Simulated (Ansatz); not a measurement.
## Σ51 (1 1 10) [1-10] symmetric tilt, annealed from start 1, in Ge (diamond structure)

Prepared with Tersoff's 1989 multicomponent potential (SiCGe.tersoff) (LAMMPS): 40 ps at 1300 K, cooling over 40 ps and minimisation with the cell free along the normal, at the potential's lattice parameter; then scaled to the PBE one. Geometry as solved with Ansatz (a quantum-chemistry and plane-wave program) with PBE, support functions at accuracy medium on the grid of 370 eV.

Geometry partly relaxed: the largest remaining force component is 0.306 eV/Å.

```xyz
720
Lattice="41.14 0.00 0.00 0.00 16.29 0.00 0.00 0.00 26.44" Properties=species:S:1:pos:R:3 pbc="T T T"
Ge    40.20     0.09     1.50
Ge    16.83     2.08     1.55
Ge    14.47     1.39    26.81
Ge    12.70     2.12     2.03
Ge    10.61     2.80    26.84
Ge     8.92     2.27     2.37
Ge     6.61     2.81     1.50
Ge     4.73     2.21     3.08
Ge     2.38     2.20     2.13
Ge     0.74     2.20     4.03
Ge    35.25     0.03     1.63
Ge    32.92    15.69     0.65
Ge    31.41     0.03     2.53
Ge    29.21     0.83     1.72
Ge    27.27     0.15     3.08
Ge    25.00     0.04     1.99
Ge    23.20     0.07     3.65
Ge    21.16     0.11     2.22
Ge    19.40     0.16     4.02
Ge    17.21    -0.02     2.82
Ge    15.27     0.03     4.48
Ge    12.93     0.08     3.47
Ge    11.14     0.09     5.14
Ge     9.04     0.11     3.72
Ge     7.25     0.10     5.52
Ge     4.96     0.11     4.46
Ge     3.18     0.12     6.29
Ge     0.89     0.11     5.37
Ge    40.27     0.11     7.19
Ge    39.70     2.09     2.91
Ge    37.83     1.99     4.52
Ge    35.70     2.08     3.15
Ge    33.97     2.14     5.03
Ge    31.82     2.11     3.85
Ge    29.86     2.14     5.49
Ge    27.49     2.14     4.55
Ge    25.67     2.14     6.21
Ge    23.52     2.16     4.95
Ge    21.72     2.18     6.65
Ge    19.52     2.12     5.51
Ge    17.66     2.09     7.16
Ge    15.47     2.11     5.93
Ge    13.60     2.13     7.69
Ge    11.42     2.17     6.50
Ge     9.62     2.22     8.19
Ge     7.43     2.14     6.98
Ge     5.62     2.09     8.73
Ge     3.34     2.11     7.80
Ge     1.61     2.11     9.68
Ge    38.04     0.12     6.08
Ge    36.21     0.13     7.73
Ge    34.07     0.10     6.46
Ge    32.21     0.14     8.20
Ge    30.01     0.13     6.99
Ge    28.15     0.08     8.67
Ge    25.93     0.08     7.56
Ge    24.09     0.11     9.26
Ge    21.96     0.10     7.98
Ge    20.14     0.10     9.62
Ge    17.80     0.09     8.64
Ge    15.82     0.09    10.27
Ge    13.65     0.09     9.13
Ge    11.81     0.10    10.92
Ge     9.82     0.10     9.45
Ge     8.08     0.10    11.15
Ge     5.82     0.09    10.17
Ge     4.28     0.09    12.15
Ge     1.94     0.06    11.09
Ge    -0.01    15.65    12.53
Ge    40.44     2.12     8.67
Ge    38.61     2.12    10.46
Ge    36.40     2.13     9.22
Ge    34.59     2.13    10.93
Ge    32.30     2.13     9.78
Ge    30.31     2.15    11.41
Ge    28.25     2.14    10.03
Ge    26.56     2.13    11.86
Ge    24.37     2.14    10.69
Ge    22.44     2.10    12.32
Ge    20.22     2.06    11.14
Ge    18.33     1.44    12.62
Ge    16.10     2.11    11.70
Ge    14.75     2.86    13.74
Ge    11.27     2.15    12.32
Ge     8.71     2.14    12.39
Ge     4.82     2.13    13.82
Ge    38.80    -0.01    11.81
Ge    37.09    15.68    13.76
Ge    34.91     0.00    12.21
Ge    33.33    15.66    14.03
Ge    29.73     0.11    12.79
Ge    27.17     0.10    13.39
Ge    23.63     0.09    13.63
Ge     1.65     0.10     0.75
Ge    24.31     2.05    26.91
Ge    21.64     2.09    26.97
Ge    38.94     4.16     1.77
Ge    17.92     6.19     1.35
Ge    14.31     6.95    26.57
Ge    12.78     6.18     1.96
Ge    10.62     5.50    26.89
Ge     8.87     6.08     2.37
Ge     6.57     5.53     1.48
Ge     4.65     6.14     3.05
Ge     2.28     6.19     2.03
Ge     0.69     6.20     4.00
Ge    36.37     4.14     1.83
Ge    32.88     4.88    26.74
Ge    31.61     4.16     2.42
Ge    29.33     3.40     1.71
Ge    27.38     4.12     3.05
Ge    25.18     4.24     1.83
Ge    23.29     4.17     3.48
Ge    21.16     4.11     2.20
Ge    19.39     4.08     4.01
Ge    17.20     4.23     2.79
Ge    15.37     4.21     4.54
Ge    13.15     4.17     3.40
Ge    11.31     4.21     5.10
Ge     9.13     4.18     3.94
Ge     7.22     4.20     5.59
Ge     4.88     4.18     4.60
Ge     3.16     4.16     6.41
Ge     0.89     4.19     5.44
Ge    40.22     4.13     7.18
Ge    39.56     6.19     3.04
Ge    37.82     6.19     4.75
Ge    35.82     6.18     3.26
Ge    33.91     6.18     4.98
Ge    31.65     6.18     3.87
Ge    29.85     6.20     5.59
Ge    27.63     6.20     4.42
Ge    25.75     6.21     6.08
Ge    23.58     6.21     4.87
Ge    21.74     6.15     6.58
Ge    19.53     6.15     5.43
Ge    17.69     6.22     7.13
Ge    15.47     6.26     5.96
Ge    13.62     6.20     7.71
Ge    11.44     6.23     6.52
Ge     9.65     6.31     8.23
Ge     7.45     6.25     6.99
Ge     5.64     6.19     8.71
Ge     3.40     6.23     7.70
Ge     1.67     6.20     9.52
Ge    38.02     4.05     5.98
Ge    36.23     4.10     7.69
Ge    34.05     4.16     6.50
Ge    32.19     4.16     8.26
Ge    30.02     4.14     6.98
Ge    28.14     4.17     8.62
Ge    25.91     4.20     7.55
Ge    24.11     4.19     9.29
Ge    21.91     4.18     8.11
Ge    20.04     4.17     9.78
Ge    17.87     4.15     8.52
Ge    16.11     4.14    10.23
Ge    13.81     4.15     9.19
Ge    11.94     4.19    10.97
Ge     9.82     4.30     9.63
Ge     7.97     4.22    11.26
Ge     5.81     4.12    10.10
Ge     4.21     4.12    12.03
Ge     1.89     4.20    11.03
Ge    41.11     4.91    12.51
Ge    40.47     6.18     8.58
Ge    38.56     6.20    10.24
Ge    36.42     6.17     9.01
Ge    34.65     6.18    10.70
Ge    32.31     6.19     9.73
Ge    30.34     6.21    11.41
Ge    28.28     6.21    10.02
Ge    26.59     6.22    11.86
Ge    24.39     6.21    10.71
Ge    22.46     6.26    12.31
Ge    20.27     6.29    11.10
Ge    18.43     6.91    12.59
Ge    16.26     6.20    11.61
Ge    14.74     5.48    13.47
Ge    12.43     6.14    12.57
Ge     7.43     6.21    12.71
Ge     4.88     6.23    13.39
Ge    38.79     4.26    11.80
Ge    37.10     4.87    13.77
Ge    34.91     4.25    12.24
Ge    33.35     4.92    14.06
Ge    29.74     4.18    12.78
Ge    27.18     4.17    13.38
Ge    23.58     4.19    13.59
Ge     1.74     4.18    26.82
Ge    24.04     6.23    26.93
Ge    20.51     6.18     0.72
Ge    38.95     8.23     1.79
Ge    17.96    10.26     1.34
Ge    14.32     9.54    26.57
Ge    12.78    10.29     1.96
Ge    10.64    10.99    26.90
Ge     8.88    10.41     2.37
Ge     6.59    10.97     1.48
Ge     4.67    10.34     3.03
Ge     2.31    10.30     2.01
Ge     0.72    10.28     3.97
Ge    36.38     8.22     1.85
Ge    32.87     7.52    26.74
Ge    31.62     8.20     2.42
Ge    29.37     9.00     1.70
Ge    27.42     8.27     3.04
Ge    25.21     8.20     1.82
Ge    23.30     8.26     3.45
Ge    21.11     8.23     2.25
Ge    19.42     8.23     4.09
Ge    17.34     8.23     2.73
Ge    15.32     8.24     4.37
Ge    12.94     8.24     3.37
Ge    11.18     8.24     5.08
Ge     9.04     8.25     3.71
Ge     7.22     8.25     5.49
Ge     4.93     8.25     4.41
Ge     3.19     8.26     6.28
Ge     0.89     8.25     5.37
Ge    40.27     8.25     7.20
Ge    39.60    10.29     3.00
Ge    37.88    10.28     4.71
Ge    35.87    10.27     3.26
Ge    34.03    10.26     5.03
Ge    31.90    10.25     3.84
Ge    29.94    10.24     5.50
Ge    27.58    10.22     4.59
Ge    25.69    10.27     6.17
Ge    23.58    10.33     4.83
Ge    21.78    10.31     6.59
Ge    19.56    10.27     5.50
Ge    17.69    10.25     7.14
Ge    15.50    10.26     5.90
Ge    13.65    10.30     7.68
Ge    11.44    10.26     6.51
Ge     9.65    10.19     8.23
Ge     7.45    10.24     6.99
Ge     5.63    10.30     8.72
Ge     3.35    10.27     7.79
Ge     1.59    10.30     9.64
Ge    38.05     8.25     6.10
Ge    36.23     8.26     7.74
Ge    34.09     8.21     6.47
Ge    32.24     8.20     8.22
Ge    30.05     8.25     7.00
Ge    28.17     8.28     8.67
Ge    25.95     8.23     7.54
Ge    24.11     8.19     9.22
Ge    22.00     8.23     7.91
Ge    20.18     8.25     9.58
Ge    17.85     8.24     8.61
Ge    15.90     8.24    10.23
Ge    13.73     8.26     9.11
Ge    12.15     8.25    11.11
Ge     9.87     8.25     9.84
Ge     7.85     8.25    11.36
Ge     5.78     8.25    10.05
Ge     4.13     8.24    11.91
Ge     1.82     8.21    10.99
Ge    41.09     7.49    12.52
Ge    40.43    10.29     8.64
Ge    38.62    10.29    10.45
Ge    36.43    10.29     9.19
Ge    34.61    10.29    10.90
Ge    32.38    10.23     9.70
Ge    30.45    10.21    11.36
Ge    28.29    10.32    10.11
Ge    26.53    10.29    11.91
Ge    24.42    10.25    10.59
Ge    22.53    10.20    12.24
Ge    20.30    10.21    11.11
Ge    18.44     9.58    12.59
Ge    16.28    10.29    11.60
Ge    14.76    11.01    13.47
Ge    12.43    10.35    12.57
Ge     7.42    10.29    12.71
Ge     4.86    10.27    13.40
Ge    38.78     8.14    11.79
Ge    37.10     7.54    13.75
Ge    34.91     8.15    12.20
Ge    33.35     7.49    14.03
Ge    29.75     8.24    12.79
Ge    27.17     8.25    13.40
Ge    23.57     8.25    13.67
Ge     1.76     8.23    26.79
Ge    24.16    10.37    27.01
Ge    20.53    10.27     0.71
Ge    38.95    12.34     1.78
Ge    17.94    14.33     1.35
Ge    14.38    15.09    26.69
Ge    12.78    14.34     2.03
Ge    10.64    13.69    26.88
Ge     8.90    14.24     2.37
Ge     6.60    13.69     1.49
Ge     4.73    14.28     3.10
Ge     2.37    14.30     2.14
Ge     0.73    14.29     4.05
Ge    36.38    12.32     1.85
Ge    32.88    13.06    26.81
Ge    31.63    12.31     2.46
Ge    29.37    11.57     1.74
Ge    27.50    12.25     3.18
Ge    25.40    12.22     1.89
Ge    23.39    12.38     3.39
Ge    21.17    12.32     2.22
Ge    19.48    12.31     4.09
Ge    17.41    12.29     2.73
Ge    15.47    12.31     4.45
Ge    13.19    12.29     3.39
Ge    11.34    12.28     5.09
Ge     9.15    12.32     3.93
Ge     7.24    12.29     5.58
Ge     4.90    12.28     4.59
Ge     3.16    12.30     6.40
Ge     0.90    12.27     5.43
Ge    40.24    12.33     7.19
Ge    39.68    14.39     2.94
Ge    37.84    14.47     4.60
Ge    35.73    14.36     3.21
Ge    33.89    14.33     5.01
Ge    31.61    14.30     3.95
Ge    29.83    14.34     5.66
Ge    27.63    14.38     4.47
Ge    25.74    14.35     6.12
Ge    23.54    14.31     4.96
Ge    21.72    14.33     6.64
Ge    19.55    14.39     5.43
Ge    17.70    14.39     7.12
Ge    15.48    14.33     5.97
Ge    13.61    14.33     7.70
Ge    11.43    14.31     6.50
Ge     9.63    14.26     8.19
Ge     7.45    14.35     6.97
Ge     5.65    14.40     8.71
Ge     3.40    14.38     7.71
Ge     1.71    14.39     9.55
Ge    38.04    12.38     5.99
Ge    36.25    12.31     7.70
Ge    34.07    12.30     6.50
Ge    32.21    12.29     8.24
Ge    30.02    12.26     6.99
Ge    28.15    12.29     8.64
Ge    25.93    12.32     7.54
Ge    24.11    12.33     9.25
Ge    21.91    12.31     8.09
Ge    20.05    12.30     9.76
Ge    17.88    12.34     8.50
Ge    16.11    12.35    10.22
Ge    13.81    12.33     9.20
Ge    11.95    12.29    10.98
Ge     9.82    12.18     9.63
Ge     7.97    12.27    11.26
Ge     5.81    12.38    10.09
Ge     4.21    12.38    12.03
Ge     1.89    12.39    11.03
Ge    -0.03    13.07    12.51
Ge    40.51    14.37     8.60
Ge    38.58    14.36    10.24
Ge    36.42    14.36     9.03
Ge    34.63    14.35    10.69
Ge    32.35    14.39     9.63
Ge    30.44    14.46    11.33
Ge    28.28    14.30    10.08
Ge    26.53    14.33    11.91
Ge    24.38    14.37    10.65
Ge    22.47    14.43    12.28
Ge    20.22    14.41    11.13
Ge    18.34    15.04    12.61
Ge    16.10    14.38    11.70
Ge    14.76    13.63    13.74
Ge    11.28    14.34    12.32
Ge     8.71    14.34    12.39
Ge     4.84    14.35    13.82
Ge    38.79    12.43    11.80
Ge    37.09    13.01    13.75
Ge    34.92    12.41    12.20
Ge    33.28    13.09    13.97
Ge    30.49    12.35    12.63
Ge    26.08    12.31    13.56
Ge    23.40    12.30    13.61
Ge     1.73    12.34    26.82
Ge    25.66    14.39    26.86
Ge    20.49    14.35     0.72
Ge    39.00     0.10    25.84
Ge    16.68     2.10    25.56
Ge    12.69     2.17    25.16
Ge     8.94     2.13    24.89
Ge     6.66     1.48    25.80
Ge     4.77     2.07    24.27
Ge     2.46     2.08    25.37
Ge     0.80     2.09    23.50
Ge    36.43     0.11    25.83
Ge    31.56     0.14    25.03
Ge    29.26     0.86    25.70
Ge    27.39     0.20    24.22
Ge    25.18     0.18    25.35
Ge    23.16    -0.01    23.87
Ge    21.02     0.05    25.28
Ge    19.37     0.10    23.30
Ge    17.04     0.02    24.25
Ge    15.16     0.09    22.58
Ge    12.87     0.16    23.66
Ge    11.17     0.13    21.94
Ge     9.17     0.11    23.40
Ge     7.24     0.11    21.73
Ge     4.93     0.12    22.73
Ge     3.20     0.12    20.97
Ge     0.99     0.12    22.05
Ge    40.22     0.12    20.44
Ge    39.81     2.18    24.74
Ge    37.91     2.28    23.19
Ge    35.74     2.18    24.51
Ge    34.05     2.14    22.60
Ge    31.81     2.17    23.59
Ge    29.88     2.17    21.89
Ge    27.51     2.21    22.78
Ge    25.65     2.14    21.16
Ge    23.48     2.09    22.48
Ge    21.70     2.12    20.71
Ge    19.45     2.13    21.85
Ge    17.66     2.12    20.08
Ge    15.38     2.12    21.12
Ge    13.55     2.13    19.38
Ge    11.36     2.14    20.58
Ge     9.59     2.06    18.88
Ge     7.45     2.10    20.22
Ge     5.60     2.17    18.53
Ge     3.38     2.17    19.59
Ge     1.56     2.16    17.84
Ge    38.11     0.14    21.84
Ge    36.37     0.14    20.08
Ge    34.15     0.11    21.19
Ge    32.32     0.13    19.45
Ge    30.00     0.16    20.43
Ge    28.22     0.13    18.65
Ge    25.95     0.10    19.77
Ge    24.15     0.12    18.01
Ge    21.91     0.11    19.21
Ge    20.08     0.10    17.48
Ge    17.85     0.09    18.62
Ge    16.06     0.10    16.85
Ge    13.78     0.10    17.91
Ge    12.12     0.10    16.01
Ge     9.84     0.10    17.30
Ge     7.79     0.10    15.83
Ge     5.74     0.10    17.20
Ge     4.04     0.09    15.37
Ge     1.80     0.05    16.51
Ge    41.06    15.63    15.02
Ge    40.45     2.15    18.97
Ge    38.66     2.14    17.16
Ge    36.59     2.15    18.59
Ge    34.83     2.13    16.85
Ge    32.57     2.15    17.99
Ge    30.82     2.15    16.22
Ge    28.45     2.15    17.17
Ge    26.83     2.14    15.20
Ge    24.61     2.14    16.56
Ge    22.58     2.16    15.00
Ge    20.34     2.21    16.15
Ge    18.49     2.85    14.65
Ge    16.29     2.29    15.62
Ge    12.42     2.21    14.57
Ge     7.38     2.14    14.46
Ge    38.76    -0.01    15.80
Ge    35.13    -0.04    15.61
Ge    31.11     0.09    14.84
Ge    40.32     4.17    26.17
Ge    16.55     6.25    25.73
Ge    12.57     6.26    24.97
Ge     8.96     6.22    24.85
Ge     6.68     6.88    25.80
Ge     4.85     6.28    24.18
Ge     2.57     6.22    25.26
Ge     0.85     6.21    23.44
Ge    35.24     4.21    26.01
Ge    31.37     4.24    24.88
Ge    29.20     3.42    25.70
Ge    27.28     4.14    24.34
Ge    25.03     4.24    25.49
Ge    23.08     4.17    23.87
Ge    20.95     4.16    25.29
Ge    19.27     4.15    23.34
Ge    16.90     4.23    24.29
Ge    15.19     4.20    22.48
Ge    13.01     4.16    23.70
Ge    11.15     4.14    22.07
Ge     8.99     4.16    23.39
Ge     7.23     4.16    21.64
Ge     5.03     4.15    22.86
Ge     3.24     4.16    21.09
Ge     0.99     4.14    22.11
Ge    40.28     4.19    20.42
Ge    39.93     6.21    24.80
Ge    37.93     6.23    23.28
Ge    35.69     6.22    24.53
Ge    33.93     6.23    22.65
Ge    31.54     6.25    23.45
Ge    29.75     6.23    21.75
Ge    27.55     6.21    22.97
Ge    25.71     6.22    21.26
Ge    23.49     6.24    22.50
Ge    21.70     6.21    20.73
Ge    19.45     6.20    21.88
Ge    17.66     6.24    20.10
Ge    15.36     6.26    21.10
Ge    13.52     6.24    19.38
Ge    11.36     6.14    20.60
Ge     9.58     6.11    18.92
Ge     7.45     6.21    20.23
Ge     5.62     6.25    18.54
Ge     3.43     6.20    19.67
Ge     1.68     6.22    17.93
Ge    38.15     4.24    21.74
Ge    36.37     4.17    20.05
Ge    34.17     4.19    21.20
Ge    32.36     4.19    19.43
Ge    30.05     4.16    20.41
Ge    28.24     4.16    18.66
Ge    25.97     4.19    19.77
Ge    24.20     4.19    17.99
Ge    22.03     4.17    19.33
Ge    20.20     4.17    17.68
Ge    17.89     4.19    18.72
Ge    15.96     4.21    17.12
Ge    13.66     4.19    17.98
Ge    11.90     4.15    16.14
Ge     9.77     4.04    17.48
Ge     7.90     4.13    15.90
Ge     5.77     4.24    17.13
Ge     4.10     4.23    15.27
Ge     1.83     4.23    16.44
Ge    -0.07     4.93    15.00
Ge    40.52     6.24    19.01
Ge    38.62     6.22    17.37
Ge    36.62     6.25    18.81
Ge    34.88     6.23    17.14
Ge    32.52     6.23    18.03
Ge    30.68     6.21    16.29
Ge    28.37     6.22    17.26
Ge    26.81     6.21    15.21
Ge    24.58     6.23    16.55
Ge    22.53     6.14    15.02
Ge    20.28     6.14    16.16
Ge    18.41     5.51    14.64
Ge    16.14     6.10    15.53
Ge    11.23     6.20    14.81
Ge     8.68     6.21    14.80
Ge    38.77     4.28    15.80
Ge    35.13     4.30    15.63
Ge    31.10     4.22    14.85
Ge    40.35     8.24    26.20
Ge    16.56    10.24    25.73
Ge    12.58    10.27    24.99
Ge     8.97    10.28    24.86
Ge     6.70     9.61    25.80
Ge     4.86    10.24    24.21
Ge     2.57    10.28    25.28
Ge     0.84    10.29    23.47
Ge    35.22     8.21    26.04
Ge    31.36     8.25    24.89
Ge    29.17     9.04    25.70
Ge    27.26     8.29    24.34
Ge    25.07     8.32    25.55
Ge    23.06     8.24    23.99
Ge    20.85     8.23    25.34
Ge    19.30     8.24    23.31
Ge    16.99     8.24    24.29
Ge    15.13     8.25    22.59
Ge    12.76     8.27    23.52
Ge    11.07     8.26    21.81
Ge     9.16     8.25    23.37
Ge     7.26     8.26    21.68
Ge     4.96     8.27    22.69
Ge     3.18     8.27    20.96
Ge     0.99     8.26    22.07
Ge    40.23     8.27    20.46
Ge    39.93    10.29    24.85
Ge    37.89    10.29    23.40
Ge    35.57    10.31    24.60
Ge    33.99    10.31    22.61
Ge    31.75    10.34    23.61
Ge    29.79    10.31    21.96
Ge    27.41    10.31    22.88
Ge    25.60    10.28    21.19
Ge    23.41    10.24    22.49
Ge    21.66    10.24    20.71
Ge    19.41    10.27    21.87
Ge    17.63    10.25    20.10
Ge    15.34    10.26    21.12
Ge    13.51    10.27    19.38
Ge    11.34    10.37    20.59
Ge     9.56    10.40    18.92
Ge     7.43    10.30    20.24
Ge     5.60    10.26    18.54
Ge     3.37    10.31    19.58
Ge     1.57    10.27    17.81
Ge    38.12     8.30    21.88
Ge    36.37     8.31    20.12
Ge    34.14     8.26    21.21
Ge    32.31     8.26    19.47
Ge    29.98     8.32    20.44
Ge    28.20     8.29    18.66
Ge    25.94     8.24    19.80
Ge    24.14     8.21    18.04
Ge    21.89     8.22    19.22
Ge    20.05     8.24    17.49
Ge    17.80     8.25    18.61
Ge    15.99     8.24    16.82
Ge    13.70     8.25    17.87
Ge    11.78     8.25    16.19
Ge     9.80     8.25    17.70
Ge     8.03     8.25    16.04
Ge     5.79     8.25    17.09
Ge     4.21     8.25    15.15
Ge     1.93     8.20    16.41
Ge    -0.05     7.51    15.01
Ge    40.47    10.27    18.95
Ge    38.66    10.30    17.17
Ge    36.57    10.28    18.57
Ge    34.79    10.29    16.85
Ge    32.56    10.28    18.03
Ge    30.79    10.24    16.26
Ge    28.41    10.32    17.18
Ge    26.70    10.27    15.25
Ge    24.57    10.25    16.67
Ge    22.58    10.27    15.07
Ge    20.30    10.34    16.16
Ge    18.43    10.96    14.64
Ge    16.15    10.39    15.53
Ge    11.23    10.30    14.81
Ge     8.68    10.30    14.80
Ge    38.78     8.16    15.80
Ge    35.12     8.14    15.61
Ge    31.12     8.20    14.85
Ge    40.31    12.35    26.18
Ge    16.56    14.37    25.74
Ge    12.61    14.44    25.09
Ge     8.94    14.39    24.89
Ge     6.65    15.05    25.80
Ge     4.75    14.45    24.25
Ge     2.45    14.43    25.37
Ge     0.78    14.42    23.49
Ge    35.23    12.41    26.03
Ge    31.34    12.40    24.95
Ge    29.12    11.61    25.73
Ge    27.15    12.31    24.38
Ge    24.84    12.39    25.46
Ge    22.96    12.31    23.82
Ge    20.83    12.32    25.30
Ge    19.19    12.31    23.34
Ge    16.85    12.30    24.34
Ge    15.15    12.32    22.52
Ge    12.96    12.37    23.73
Ge    11.13    12.37    22.07
Ge     8.98    12.35    23.40
Ge     7.22    12.36    21.65
Ge     5.02    12.35    22.86
Ge     3.22    12.31    21.09
Ge     0.98    12.34    22.12
Ge    40.26    12.29    20.44
Ge    39.77    14.33    24.71
Ge    37.89    14.25    23.12
Ge    35.77    14.36    24.47
Ge    33.94    14.39    22.67
Ge    31.58    14.43    23.55
Ge    29.79    14.40    21.81
Ge    27.55    14.34    22.96
Ge    25.72    14.35    21.23
Ge    23.47    14.31    22.39
Ge    21.68    14.36    20.67
Ge    19.45    14.34    21.86
Ge    17.65    14.36    20.09
Ge    15.36    14.37    21.11
Ge    13.54    14.37    19.38
Ge    11.37    14.38    20.60
Ge     9.60    14.46    18.90
Ge     7.46    14.41    20.23
Ge     5.62    14.33    18.55
Ge     3.43    14.33    19.68
Ge     1.64    14.32    17.98
Ge    38.12    12.20    21.77
Ge    36.35    12.26    20.06
Ge    34.15    12.35    21.22
Ge    32.33    12.33    19.46
Ge    30.03    12.31    20.48
Ge    28.24    12.30    18.70
Ge    25.97    12.31    19.80
Ge    24.18    12.33    18.04
Ge    22.00    12.29    19.33
Ge    20.19    12.30    17.67
Ge    17.88    12.30    18.72
Ge    15.96    12.28    17.11
Ge    13.66    12.31    17.98
Ge    11.89    12.35    16.14
Ge     9.77    12.47    17.49
Ge     7.90    12.37    15.91
Ge     5.77    12.28    17.14
Ge     4.09    12.28    15.27
Ge     1.83    12.35    16.44
Ge    41.05    13.06    15.01
Ge    40.47    14.35    19.04
Ge    38.60    14.35    17.37
Ge    36.60    14.35    18.80
Ge    34.83    14.32    17.13
Ge    32.50    14.38    18.05
Ge    30.66    14.42    16.33
Ge    28.34    14.34    17.26
Ge    26.72    14.36    15.26
Ge    24.57    14.38    16.64
Ge    22.61    14.37    15.04
Ge    20.35    14.27    16.15
Ge    18.50    13.64    14.65
Ge    16.30    14.20    15.62
Ge    12.43    14.29    14.57
Ge     7.39    14.35    14.46
Ge    38.74    12.42    15.78
Ge    35.10    12.42    15.56
Ge    31.10    12.36    15.01
```
